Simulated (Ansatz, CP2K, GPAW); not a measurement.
**CuGaSe2 (I-42d, 8 atoms in the cell) computed with different codes at matched settings**

Self-consistent single point.

```xyz
8
Lattice="-2.8331 2.8331 5.5651 2.8331 -2.8331 5.5651 2.8331 2.8331 -5.5651" Properties=species:S:1:pos:R:3 pbc="T T T"
Ga     0.0000     0.0000     5.5651
Ga     2.8331     0.0000     2.7826
Cu     0.0000     0.0000     0.0000
Cu     0.0000     2.8331     2.7826
Se     1.4165     1.4165     6.9564
Se     1.4165    -1.4165     4.1738
Se     1.4165     1.4165     1.3913
Se    -1.4165     1.4165     4.1738
```

Shared settings, as Ansatz (a program for electronic structure) writes them: kpoints.mp_grid.grid = 3 3 3; scf.occupations.method = fermi_dirac; scf.occupations.width = 0.02 eV. Potentials and cutoffs stand in the table.

```
code                                                                                   model  pressure (GPa)  largest force (eV/Å)       cutoff
------  ------------------------------------------------------------------------------------  --------------  --------------------  -----------
Ansatz                                           LDA (PW92), default PAW files made with PBE           -4.44                 0.368      default
GPAW                           LDA (Perdew-Wang 92), GPAW PAW datasets LDA (gpaw-data 1.0.1)           -3.98                 0.406       850 eV
CP2K    LDA (Pade form), GPW, DZVP-MOLOPT-SR-GTH basis, GTH-PADE potentials (GTH_POTENTIALS)           -3.45                 0.357  grid 600 Ry
```

No clean gap comes from Ansatz, GPAW and CP2K: levels at the Fermi energy touch, overlap or are partly filled at this smearing.

On Ansatz's run: spin polarisation is off.

The spread over the programs that give each value: pressure within 0.99 GPa; largest force within 0.049 eV/Å.

CP2K uses small atom-centred bases, whose incompleteness enters pressures, forces and empty levels differently from a plane-wave cutoff. Ansatz's pressure is given at a fixed set of plane waves, as the other plane-wave codes print theirs; with its correction for the finite basis it is -4.40 GPa.

The shared mesh is coarse (it stands for a supercell whose shortest vector is 17 Å), so the values are not converged in it.

The starting cell has typed, rounded lattice constants, without a prior relaxation at this level. Its lattice was rescaled by a random factor within 2.5 % of one.

Keys are those of Ansatz 0.2.
